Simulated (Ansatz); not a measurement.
The reference is Sn in the diamond structure (space group Fd-3m, No. 227; a = 6.474 Å; relaxed with 0.1 eV smearing). Axes: x, y, z lie along the cube axes.

The values are results of Kohn–Sham DFT with the LDA functional, run in Ansatz (a program for electronic structure) with PAW and 420 eV plane waves, spin-orbit coupling left out, not measurements.

The change: compressive biaxial strain of 2.50 % in the plane normal to [001], as in epitaxy on a mismatched substrate; the out-of-plane cell vector and the atoms relax.

Problem. What does the calculation give for the ratio −ε⊥/ε∥, in-plane stress and energy relative to the base after the change?

Solution. The ratio −ε⊥/ε∥ amounts to 1.02; the mean in-plane stress (compression positive) amounts to +1.8 GPa; the energy goes up by 9.1 meV/atom.

Whether these cells are dynamically stable was not tested.
